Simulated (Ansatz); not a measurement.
Base system: BeSe in the zinc blende structure (space group F-43m, No. 216; a = 5.129 Å). Axes: x, y, z lie along the cube axes.

All numbers come from PBEsol (Ansatz, an electronic-structure program), without spin-orbit coupling.

Strains are applied to the cell and any free atomic positions relax; under biaxial strain the out-of-plane vector relaxes too.

One change was made to it. Results:

| quantity | base | after |
|---|---|---|
| valence-band top at Γ (three highest levels, from the VBM) | 0.00, 0.00, 0.00 eV | 0.00, -0.13, -0.13 eV |
| smallest direct gap | 4.28 eV | 4.03 eV |
| band gap | 2.47 eV | 2.42 eV |

Which change produced these results?
A) biaxial strain +1.25 %, plane normal [111], relaxed out of plane
B) biaxial strain +1.67 %, plane normal [111], relaxed out of plane
C) biaxial strain −0.83 %, plane normal [111], relaxed out of plane

A, biaxial strain +1.25 %, plane normal [111], relaxed out of plane. For comparison, the valence-band top at Γ in the other runs: biaxial strain −0.83 %, plane normal [111], relaxed out of plane gives 0.00, 0.00, -0.10 eV; biaxial strain +1.67 %, plane normal [111], relaxed out of plane gives 0.00, -0.17, -0.17 eV.

Stability against distortions was not tested.
